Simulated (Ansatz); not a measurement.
**Input and output of a self-consistent single point for VRe (Cmm2, 2 atoms in the cell) (Ansatz, a quantum-chemistry and plane-wave program)**

Computed with LDA (PW92), default PAW files made with PBE (plane waves; Ansatz).

Input as run:

Ansatz 0.2 input:
```yaml
# VRe
crystal:
  lattice:
    - [1.50727100, -2.17573700, 0.00000000]
    - [1.50727100, 2.17573700, 0.00000000]
    - [0.00000000, 0.00000000, 4.20941700]
  atoms:
    - { symbol: V, position: [0.50000000, 0.50000000, 0.51187800] }
    - { symbol: Re, position: [0.00000000, 0.00000000, 0.00000000] }
basis:
  ecutwfc: 420.0 eV
kpoints:
  mp_grid:
    grid: [13, 13, 8]
hamiltonian:
  xc: lda
  pseudopotentials:
    kind: paw
scf:
  occupations:
    method: fermi_dirac
    width: 0.1 eV
output:
  forces: true
  eigenvalues: true
  stress: true
```

Output (repeated stretches shortened):

```
WARN ansatz: RAYON_NUM_THREADS=1 ignored (pool sized by the plan → 1); use --threads N
Pseudopotentials: kind: paw
Pseudopotential: V, paw, valence charge 13
Pseudopotential: Re, paw, valence charge 15
Crystal: 2 atoms, lattice volume = 27.609 Å³
Basis set: ecut = 420 eV, 529 PW (Γ)
Bands: 18, of which v1, the nominal top of the filled ones, is band 14 counted from 1 (13 counted from 0)
Symmetry: 4 space group operations
Space group: Cmm2 (ITA 35), of the structure as read, at distance tolerance 3.0e-5 Å
k-points: 245 of 1352 (time reversal used)
PAW frozen core: V, regenerated for the run's functional, and the local potential with it
PAW frozen core: Re, regenerated for the run's functional, and the local potential with it
Initial density: superposition of atomic densities (neutral atoms: chi_scale 0, normalization atom), corrected by the library's trained network
Initial wavefunctions: pseudopotential atomic-orbital guess
Eigensolver: davidson
Functional: x = slater, c = lda
SCF iter   1: F=—  HF=-13468.611027 eV  |F-HF|=—  |Δ(HF+E_count)|=         —  Δρ=6.60e-3  dr2=1.06e-2  ethr=1.77e-3  ⟨swp⟩=4.8  Hψ=18277  notcnv=0
all-band conjugate gradients solve this SCF's bands
preconditioner: auto → none
SCF iter   2: F=—  HF=-13468.611006 eV  |F-HF|=—  |Δ(HF+E_count)|=   2.17e-5  Δρ=4.53e-3  dr2=1.06e-2  ethr=3.77e-5  ⟨swp⟩=1.7  Hψ=6904  notcnv=0
SCF iter   3: F=—  HF=-13468.609989 eV  |F-HF|=—  |Δ(HF+E_count)|=   1.02e-3  Δρ=1.73e-3  dr2=7.00e-4  ethr=3.77e-5  ⟨swp⟩=1.3  Hψ=4499  notcnv=0
SCF iter   4: F=—  HF=-13468.609942 eV  |F-HF|=—  |Δ(HF+E_count)|=   4.73e-5  Δρ=6.06e-4  dr2=1.17e-4  ethr=2.50e-6  ⟨swp⟩=2.0  Hψ=5900  notcnv=0
SCF iter   5: F=—  HF=-13468.609919 eV  |F-HF|=—  |Δ(HF+E_count)|=   2.23e-5  Δρ=1.94e-4  dr2=2.29e-5  ethr=4.19e-7  ⟨swp⟩=2.1  Hψ=6672  notcnv=0
SCF iter   6: F=—  HF=-13468.609914 eV  |F-HF|=—  |Δ(HF+E_count)|=   4.97e-6  Δρ=3.90e-5  dr2=1.21e-7  ethr=8.18e-8  ⟨swp⟩=2.0  Hψ=5912  notcnv=0
SCF iter   7: F=-13468.609914 eV  HF=-13468.609914 eV  |F-HF|=3.67e-10  |Δ(HF+E_count)|=   8.48e-9  Δρ=1.09e-5  dr2=7.94e-9  ethr=3.57e-10  ⟨swp⟩=4.7  Hψ=15848  notcnv=0
SCF 1 converged in 7 iterations: F = -13468.609914 eV  dr2 = 7.94e-9
SCF converged after 7 iterations
Free energy (F): -13468.609914 eV
Harris-Foulkes:  -13468.609914 eV  (|F-HF|=3.67e-10)
Internal energy: -13468.571219 eV  (E = F + TS)
E sigma→0 (E₀):  -13468.590567 eV
Entropy (-TS):   -0.038695 eV (-19.347 meV/atom)
Fermi energy:    21.091782 eV
--- Per-component energies (eV) ---
  E_band       = -214.749403
  E_kinetic    = 879.307514
  E_local      = -1636.216882  (includes V_loc(G=0)·N_el)
  E_nonlocal   = 12.108115
  E_hartree    = 673.731415
  E_xc         = -531.212971
  E_vxc        = -470.857473  (∫ρ·V_xc dr)
  E_paw        = -9463.026841  (= ΣΔE_a)
  E_vpaw       = -346.554511  (= ΣTr[D̂ρ^β])
  E_aug_tail   = 0.000173  (compensation charges beyond the density's cutoff)
  E_ewald      = -3403.926968
  E_core_change = 0.665226  (= ΣΔE_core)
  E_smearing   = -0.038695  (= −TS)
  E_closure    = 0.000000  (closes the sum)
  Σ components = -13468.609914   (vs F -13468.609914, Δ=0.00e0)
--- Forces (eV/Å), atoms counted from 1 ---
  atom   1  V      0.00000000    -0.00000000    -0.58217205
  atom   2  Re     0.00000000     0.00000000     0.58217337
  max |Σ_I F_I| component: 1.32e-6 eV/Å
--- Stress (GPa, compression-positive) ---
       -7.477794       0.000000       0.000000
        0.000000      -7.540397      -0.000000
        0.000000      -0.000000      -7.572198
  P = ⅓ Tr σ = -7.5301 GPa (-75.301 kbar)
  The stress holds the Pulay correction. Without it, at fixed plane waves, as pw.x and ABINIT print it: P = -7.6321 GPa
--- Band table (eV; the first three rows and the last of 245) ---
  k-point 0: bands = ["-59.1767", "-42.5770", "-21.1096", "-20.6818", "-20.4625", "-16.7436", "-16.4455", "-16.3163", "11.9223", "15.4377", "17.2684", "19.6594", "19.8497", "20.6078", "22.2123", "22.4238", "22.6557", "22.6936"]
  k-point 1: bands = ["-59.1766", "-42.5774", "-21.0992", "-20.6807", "-20.4625", "-16.7595", "-16.4476", "-16.3163", "12.0702", "15.5116", "17.3043", "19.8175", "19.8687", "20.5420", "21.6097", "22.3791", "22.6483", "22.6634"]
  k-point 2: bands = ["-59.1766", "-42.5782", "-21.0739", "-20.6782", "-20.4625", "-16.7983", "-16.4526", "-16.3162", "12.4653", "15.7086", "17.3964", "19.8074", "20.2808", "20.3788", "20.6419", "22.0043", "22.5351", "22.6346"]
  k-point 244: bands = ["-59.0507", "-42.4405", "-21.6203", "-21.1287", "-20.8368", "-16.9749", "-16.7289", "-16.7145", "15.2392", "16.5302", "18.3086", "18.6181", "19.7360", "20.9518", "21.0749", "21.6223", "24.0703", "25.4833"]
```

The run converged in 7 iterations.

The starting cell comes from a database of computed structures (which also holds hypothetical and non-ambient phases and stackings), without a prior relaxation at this level. Its lattice was rescaled by up to half a per cent. One atom was moved a little off its site on purpose. Spin-orbit coupling is off. Spin polarisation is off. With a pressure of about -8 GPa the cell is away from its equilibrium volume at this level. Ansatz's pressure includes its estimate of the finite-basis (Pulay) stress.
